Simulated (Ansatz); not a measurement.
Effect of H interstitial (started 2.00 Å from the nearest host atom) on LiCl

The parent structure is a 16-atom supercell of LiCl in the rock salt structure (space group Fm-3m, No. 225; a = 5.112 Å) at its relaxed geometry.

Perturbation: a neutral H interstitial (started 2.00 Å from the nearest host atom), atoms relaxed at fixed cell, starting from a slightly rattled geometry.

Method: Kohn–Sham DFT with the r2SCAN functional, run in Ansatz (a quantum-chemistry and plane-wave program) with PAW and 500 eV plane waves, no spin-orbit coupling. Γ-centred 4×4×4 mesh, Fermi–Dirac width 0.01 eV.

```csv
quantity,base,changed,shift
pressure,0.0 GPa,1.3 GPa,+1.3 GPa
```

Final structure:

```
CELL_PARAMETERS angstrom
      0.00000     5.11228     5.11228
      5.11228     0.00000     5.11228
      5.11228     5.11228     0.00000
ATOMIC_POSITIONS crystal
  Cl 0.99261 0.99106 0.99682
  Cl 0.99258 0.99094 0.52148
  Cl 0.99277 0.51545 0.99674
  Cl 0.99973 0.49684 0.50254
  Cl 0.51700 0.99116 0.99669
  Cl 0.49847 0.99809 0.50249
  Cl 0.49855 0.49698 0.00352
  Cl 0.49859 0.49695 0.50247
  Li 0.24801 0.24622 0.25223
  Li 0.24792 0.24640 0.75514
  Li 0.24804 0.74924 0.25226
  Li 0.25090 0.74655 0.75205
  Li 0.75084 0.24645 0.25219
  Li 0.74816 0.24935 0.75209
  Li 0.74822 0.74660 0.25464
  Li 0.74816 0.74657 0.75237
  H  0.12347 0.12192 0.12817
```

Other magnetic orders, which the real material may have, were not ruled out. In so small a cell the defect repeats every few ångströms: this is an ordered compound, not a dilute defect. The defect cell is spin-polarised and ends with 1.0 μB.
